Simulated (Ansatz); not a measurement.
**Double-hcp La**

Method: PBE (Ansatz, a quantum-chemistry and plane-wave program, plane waves, PAW).

Numerical settings: plane-wave cutoff 520 eV, 18×18×6 k mesh (along the axes of the cell as run), Fermi–Dirac smearing 0.05 eV, scalar-relativistic PAW data made under PBE.

Cell: relaxed at this level.

```yaml
volume_per_atom: 37.13 Å³/atom
bulk modulus B0: 25.0 GPa
lattice_parameter_a: 3.767 Å
lattice_parameter_c: 12.086 Å
band_gap: none
pressure derivative B′ of the bulk modulus: 2.4
```

Measured, for comparison: bulk modulus 27.9 GPa (room temperature, not corrected to a static lattice; as tabulated in Wikipedia's data pages); lattice constant a 3.774 Å, lattice parameter c 12.171 Å (293 K, not corrected to a static lattice; as tabulated in Wikipedia's data pages). Computed (rounded) less measured: bulk modulus -10 %, lattice constant a -0.2 %, lattice parameter c -0.7 %. A static lattice is as a rule a little smaller and stiffer than an uncorrected measurement, which narrows the difference in the lattice parameter c and would widen misses of the other sign.

Note: the bulk modulus comes from volumes at which shape and atoms were relaxed.

Spin–orbit coupling is not included.

Computed values are for the static lattice.

It cost very roughly 13 core-minutes of CPU time.
